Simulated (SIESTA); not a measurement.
Band structure of W (Im-3m, 1 atom in the cell).

```
CELL_PARAMETERS angstrom
     -1.54587     1.54587     1.54587
      1.54587    -1.54587     1.54587
      1.54587     1.54587    -1.54587
ATOMIC_POSITIONS crystal
  W  0.00000 0.00000 0.00000
```

Method: GGA PBE, numerical atomic orbitals DZP, PseudoDojo PBE standard norm-conserving potentials (rewritten from UPF to PSML) (SIESTA 5.4.2).

Settings: XC.functional = GGA; XC.authors = PBE; potentials = PseudoDojo PBE standard; PAO.BasisSize = DZP; PAO.EnergyShift = 0.005 Ry; MeshCutoff = 300 Ry; kgrid.MonkhorstPack = 12 12 12; OccupationFunction = FD; ElectronicTemperature = 0.1 eV; MaxSCFIterations = 150; SCF.Mixer.Method = Broyden; SCF.Mixer.Weight = 0.2; SCF.Mixer.History = 8; SCF.DM.Tolerance = 1.0E-05.

The starting cell has typed, rounded lattice constants, without a prior relaxation at this level. Its lattice was rescaled by a random factor within 2.5 % of one. Spin-orbit coupling is off. Spin polarisation is off. Values carry the incompleteness of an atom-centred basis.

Levels in eV from the Fermi level, bands 4 to 9:
```
point       4       5      6      7      8     9
-----  ------  ------  -----  -----  -----  ----
Γ      -37.64  -10.10  -1.43  -1.43  -1.43  2.36
H      -38.74   -6.51  -6.51   5.64   5.64  5.64
N      -37.64   -6.82  -4.00   1.03   2.39  3.41
P      -38.46   -3.20  -3.20  -3.20   3.57  3.57
```

Bands cross the Fermi level along this path, so the cell is metallic at this level.

Higher empty bands are left out: an atom-centred basis made for the valence describes them poorly.
